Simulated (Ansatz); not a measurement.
We consider spinel Na2WO4, described by LDA (Ansatz, an electronic-structure program, PAW).

Settings: plane-wave cutoff 500 eV, 8×8×8 k mesh, gaussian smearing 0.02 eV, no spin polarisation, scalar-relativistic PAW data made under PBE.

Cell (relaxed at this level):

```
Na2WO4
1.0
    0.00000     4.46552     4.46552
    4.46552     0.00000     4.46552
    4.46552     4.46552     0.00000
Na W O
4 2 8
Direct
  0.12500   0.62500   0.62500
  0.62500   0.62500   0.12500
  0.62500   0.12500   0.62500
  0.62500   0.62500   0.62500
  0.25000   0.25000   0.25000
  0.00000   0.00000   0.00000
  0.90521   0.36493   0.36493
  0.88507   0.88507   0.34479
  0.36493   0.90521   0.36493
  0.88507   0.88507   0.88507
  0.36493   0.36493   0.36493
  0.88507   0.34479   0.88507
  0.36493   0.36493   0.90521
  0.34479   0.88507   0.88507
```

Task: What does this level give for the band gap?

Result: 
- band gap = 5.11 eV (on the SCF k mesh)

Note: the volume lies 6 % below that of the published cell.

Spin–orbit coupling is not included.

The computed numbers hold no vibrational or temperature effects.

The result took about 4 core-minutes (a rough figure).
